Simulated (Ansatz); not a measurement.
Sb (model structure, I-43m, No. 217, 4 atoms in the cell) was calculated with LDA (plane waves, PAW; Ansatz, an electronic-structure program).

Settings: plane-wave cutoff 520 eV, 8×8×8 k mesh, Fermi–Dirac smearing 0.01 eV, scalar-relativistic PAW data made under PBE.

Cell (relaxed at this level):

```cif
data_Sb8
_chemical_formula_sum 'Sb8'
_space_group_name_H-M_alt 'I-43m'
_space_group_IT_number 217
_space_group_name_Hall 'I -4 2 3'
_cell_length_a 6.57337
_cell_length_b 6.57337
_cell_length_c 6.57337
_cell_angle_alpha 90.000
_cell_angle_beta 90.000
_cell_angle_gamma 90.000
loop_
_atom_site_label
_atom_site_type_symbol
_atom_site_symmetry_multiplicity
_atom_site_Wyckoff_symbol
_atom_site_fract_x
_atom_site_fract_y
_atom_site_fract_z
_atom_site_occupancy
Sb1 Sb 8 c 0.15361 0.15361 0.15361 1
```
(The calculation used a cell of 4 atoms; values per cell refer to that cell.)

### Question
Predict the band gap and bulk modulus.

### Answer

- band gap = 0.18 eV (on the SCF k mesh)
- bulk modulus = 13.5 GPa

Note: the bulk modulus is −V dP/dV from two relaxed cells at ±2 % in volume; the relaxation could raise the start's symmetry but not lower it, so the cell can be a saddle point.

Spin–orbit coupling is not included; it can close the smallest gap of 0.18 eV.

Computed values are for the static lattice.

Computing time: very roughly 50 core-seconds.

A model structure was made by putting elements into a prototype or built by hand; it is no filed structure, need not be a known phase, and can be a saddle point held by its symmetry.
